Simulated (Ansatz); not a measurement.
The starting structures come from a database of crystals and need not be the phases stable at ambient conditions.

Inside the gap of an insulator the Bloch states are evanescent, with a wavenumber k + iκ along the transport direction.

Input:

```
CELL_PARAMETERS angstrom
      6.21660     0.00000     0.00000
      0.00000     6.87477     0.00000
      3.10830     0.00000     4.75753
ATOMIC_POSITIONS crystal
  Na 0.50000 0.50000 0.00000
  Na 0.50000 0.00000 0.00000
  V  0.86016 0.25000 0.27968
  V  0.13984 0.75000 0.72032
  Cd 0.17545 0.25000 0.64910
  Cd 0.82455 0.75000 0.35090
  O  0.25328 0.75000 0.94144
  O  0.74672 0.25000 0.05856
  O  0.19472 0.25000 0.05856
  O  0.80528 0.75000 0.94144
  O  0.24871 0.95574 0.50258
  O  0.75129 0.04426 0.49742
  O  0.75129 0.45574 0.49742
  O  0.24871 0.54426 0.50258
```

Space group of this cell: Cmcm. The cell is taken as given; by r2SCAN its mean pressure is -7.0 GPa.

Transport runs along the normal of the first two printed cell vectors.

The gap is the functional's own, uncorrected, and κ follows it; spin-orbit coupling is left out. Mid-gap values are interpolated between the computed energies.

Give the band gap and the smallest decay constant κ at mid-gap that r2SCAN run with Ansatz (a quantum-chemistry and plane-wave program) yields.

Gap 2.99 eV on a 6×6×6 mesh; κ = 0.525 1/Å, at the zone centre.
